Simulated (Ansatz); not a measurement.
# InP, pressure series

Start from InP in the zinc blende structure (space group F-43m, No. 216; a = 5.878 Å).

Cell and atoms are relaxed at each pressure.

Level of theory: PBEsol/PAW in Ansatz (an electronic-structure program), without spin-orbit coupling.

Candidates:
(a) pressure 0.9 GPa
(b) pressure 2.1 GPa
(c) pressure 22.5 GPa

Base values:

```
Property    Value
--------  -------
Band gap  0.57 eV
```

Task: Order them by band gap, lowest first.

Result: (a) pressure 0.9 GPa (0.64 eV), (b) pressure 2.1 GPa (0.73 eV), (c) pressure 22.5 GPa (1.22 eV)

Load acts through the strain it causes; cell and atoms are relaxed under it. No phonon test of stability was made. Measured, InP leaves this structure (for rock salt) near 9.8 GPa (temperature not stated; as listed in Datta, Sujoy, Jana, Debnarayan, arXiv (2020)).
